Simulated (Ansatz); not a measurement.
Formation energy of the bound charge states of Si vacancy in beta Si3N4 (start: the Si(1,4-fold) site; 84-site cell, 2×2×2 shifted sampling) against the Fermi level, Si-rich (Δμ(Si) = 0.00 eV; only phases computed here count, gases as isolated molecules at 0 K). Level of theory: PBE, PAW (plane waves to 420 eV; Ansatz, a first-principles code).

Details: 84-site cell; 2×2×2 shifted k-points; host gap 4.25 eV; charged states image-corrected; corrections pass 1 eV, so highly charged states may be off by several tenths; flagged in the runs: a host whose relaxation on this sampling wasn't shown to rest.

```json
[
 {"E_F − E_VBM (eV)": "0.00", "q = 0": "11.43", "q = −1": "11.72", "q = −2": "12.74", "q = −3": "14.50", "q = −4": "16.95"},
 {"E_F − E_VBM (eV)": "0.53", "q = 0": "11.43", "q = −1": "11.19", "q = −2": "11.68", "q = −3": "12.90", "q = −4": "14.82"},
 {"E_F − E_VBM (eV)": "1.06", "q = 0": "11.43", "q = −1": "10.66", "q = −2": "10.62", "q = −3": "11.31", "q = −4": "12.69"},
 {"E_F − E_VBM (eV)": "1.60", "q = 0": "11.43", "q = −1": "10.13", "q = −2": "9.55", "q = −3": "9.71", "q = −4": "10.57"},
 {"E_F − E_VBM (eV)": "2.13", "q = 0": "11.43", "q = −1": "9.59", "q = −2": "8.49", "q = −3": "8.12", "q = −4": "8.44"},
 {"E_F − E_VBM (eV)": "2.66", "q = 0": "11.43", "q = −1": "9.06", "q = −2": "7.43", "q = −3": "6.52", "q = −4": "6.31"},
 {"E_F − E_VBM (eV)": "3.19", "q = 0": "11.43", "q = −1": "8.53", "q = −2": "6.36", "q = −3": "4.93", "q = −4": "4.19"},
 {"E_F − E_VBM (eV)": "3.72", "q = 0": "11.43", "q = −1": "8.00", "q = −2": "5.30", "q = −3": "3.33", "q = −4": "2.06"},
 {"E_F − E_VBM (eV)": "4.25", "q = 0": "11.43", "q = −1": "7.47", "q = −2": "4.24", "q = −3": "1.73", "q = −4": "-0.07"}
]
```

Crossings of the lowest lines: (0/−1) at 0.29 eV; (−1/−2) at 1.02 eV; (−2/−3) at 1.75 eV; (−3/−4) at 2.45 eV.
